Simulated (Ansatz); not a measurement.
```
CELL_PARAMETERS angstrom
      0.00000     2.74076     2.74076
      2.74076     0.00000     2.74076
      2.74076     2.74076     0.00000
ATOMIC_POSITIONS crystal
  Cd 0.00000 0.00000 0.00000
  F  0.25000 0.25000 0.25000
  F  0.75000 0.75000 0.75000
```

Task: List the harmonic phonon frequencies (cm⁻¹; finite displacements on a 6×6×6 mesh, DFT at the PBE level (Ansatz, a program for electronic structure), k mesh 6×6×6) at q = (0.000, 0.333, -0.333), (0.000, 0.167, -0.167), (0.000, 0.000, -0.500), in fractions of this cell's reciprocal vectors. At Γ leave out the LO-TO shift.

Result: 
- (0.000, 0.333, -0.333): 87, 91, 137, 150, 175, 207, 299, 316, 363
- (0.000, 0.167, -0.167): 53, 67, 115, 167, 232, 255, 274, 298, 350
- (0.000, 0.000, -0.500): 80, 80, 162, 233, 233, 257, 257, 280, 326
